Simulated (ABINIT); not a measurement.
Input and output of a self-consistent single point for TiAl (P1, 2 atoms in the cell) (ABINIT).

Method: LDA (PW92), norm-conserving pseudopotentials (PseudoDojo nc-sr-04 LDA standard) (plane waves; ABINIT).

```yaml
crystal:
  lattice:
    - [2.83000, 0.00000, 0.00000]
    - [0.00000, 2.83000, 0.00000]
    - [0.00000, 0.00000, 4.07000]
  atoms:
    - { symbol: Ti, position: [0.00372, 0.98463, 0.01185] }
    - { symbol: Al, position: [0.49628, 0.51537, 0.48815] }
```

Reference input (self-consistent single point, DFT, PBE, plane waves, norm-conserving pseudopotentials (PseudoDojo nc-sr-05 PBE standard)): pseudos = [Ti.upf, Al.upf]; ecut = 42 Ha; occopt = 3; tsmear = 0.00499791 Ha; ngkpt = 8 8 6; nshiftk = 1; shiftk = 0 0 0; potentials = PseudoDojo nc-sr-05 PBE standard; nband = 13; kptopt = 1; nstep = 50; tolvrs = 1e-10. This run's input differs from it in these lines:

```diff
@@ -1,2 +1,2 @@
-# TiAl, PseudoDojo nc-sr-05 PBE standard
+# TiAl, PseudoDojo nc-sr-04 LDA standard
 pp_dirpath "./"
```

Its files differ too (potentials: PseudoDojo nc-sr-05 PBE standard → PseudoDojo nc-sr-04 LDA standard).

The program printed (abridged):

```
--- !BeginCycle
solver: {iscf: 7, nstep: 50, nline: 4, wfoptalg: 0, }
tolerances: {tolvrs: 1.00E-10, }
...

     iter   Etot(hartree)      deltaE(h)  residm     vres2
 ETOT  1  -61.661827050901    -6.166E+01 1.750E-01 6.324E+01
 ETOT  2  -61.668841991354    -7.015E-03 1.836E-01 4.312E+02
 ETOT  3  -61.736640346227    -6.780E-02 5.306E-02 1.536E+01
 ETOT  4  -61.738889488159    -2.249E-03 1.083E-02 1.783E-01
 ETOT  5  -61.738919809009    -3.032E-05 4.199E-03 4.844E-03
 ETOT  6  -61.738920734862    -9.259E-07 3.465E-03 1.722E-04
 ETOT  7  -61.738920771578    -3.672E-08 1.653E-03 1.948E-06
 ETOT  8  -61.738920772228    -6.498E-10 1.879E-03 5.819E-07
 ETOT  9  -61.738920772318    -8.932E-11 2.473E-03 1.010E-08
 ETOT 10  -61.738920772320    -2.039E-12 3.154E-03 9.673E-11
 At SCF step   10       vres2   =  9.67E-11 < tolvrs=  1.00E-10 =>converged.

 Cartesian components of stress tensor (hartree/bohr^3)
  sigma(1 1)=  2.22725851E-04  sigma(3 2)=  2.16992631E-05
  sigma(2 2)=  2.26111313E-04  sigma(3 1)= -5.32301080E-06
  sigma(3 3)=  2.16810892E-04  sigma(2 1)=  1.88729737E-06

 ----iterations are completed or convergence reached----

 reduced coordinates (array xred) for    2 atoms
       0.003717000005      0.984630000003      0.011852000000
       0.496283000005      0.515370000006      0.488148000000
 cartesian forces (eV/Angstrom) at end:
    1     -0.08660131992543     0.35349246953353    -0.50101794025937
    2      0.08660131992543    -0.35349246953353     0.50101794025937
 frms,max,avg= 3.5752654E-01 5.0101794E-01   2.140E-07 -1.793E-07  1.812E-06 e/A
   [... lines left out ...]
 Fermi (or HOMO) energy (eV) =   8.73542   Average Vxc (eV)= -11.08816
   [... lines left out ...]
total_energy        : -6.17389207723196E+01
total_energy_eV     : -1.68000147223772E+03
band_energy         : -7.18688024697760E+00
...

-Cartesian components of stress tensor (GPa)         [Pressure= -6.5280E+00 GPa]
- sigma(1 1)=  6.55281967E+00  sigma(3 2)=  6.38414255E-01
- sigma(2 2)=  6.65242339E+00  sigma(3 1)= -1.56608358E-01
- sigma(3 3)=  6.37879560E+00  sigma(2 1)=  5.55261962E-02

 Calculation completed.
```

The run converged in 10 iterations. Against the reference run the pressure goes from 0.23 to -6.53 GPa and the largest force goes from 0.701 to 0.619 eV/Å.

The starting cell has typed, rounded lattice constants, without a prior relaxation at this level. Its atoms were displaced at random from the sites of space group no. 123. Spin polarisation is off. With a pressure of about -7 GPa the cell is away from its equilibrium volume at this level.

Cost on one core of a shared machine: roughly 4 min.
